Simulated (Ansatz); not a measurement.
Defect: Si vacancy in tetragonal WSi2, neutral cell. Calculation: PBE, PAW (plane waves to 420 eV; Ansatz, an electronic-structure program).

54-site cell at the relaxed PBE lattice, a 3×3×3 k-point mesh shifted by half a step, smearing 0.10 eV, spin-restricted, no finite-size correction. No zero-point or tunnelling terms. Spin-orbit coupling is left out. Forms of the defect that were not tried may lie lower.

Barriers: single points on a 4×4×5 k-point mesh shifted by half a step at the bands' geometries.

The step: one Si atom jumps into the vacancy from a nearby Si site; the atom moves 2.32 Å along (0.00, 0.00, 0.29) of the unit cell; the moving atom starts with neighbours 4 Si at 2.71, 4 Si at 3.22; 4 W at 2.61, W at 2.67 Å and ends with 4 Si at 2.71, 4 Si at 3.22; 4 W at 2.61, W at 2.67 Å.

Question: Give the migration barrier of this step at the level PBE, PAW.

Answer: 33.1 kcal/mol, the same both ways. At the saddle the moving atom has neighbours 4 W at 2.41 Å. The saddle point's order was not checked, and it lies on a symmetry element of the cell, where a band can be held.
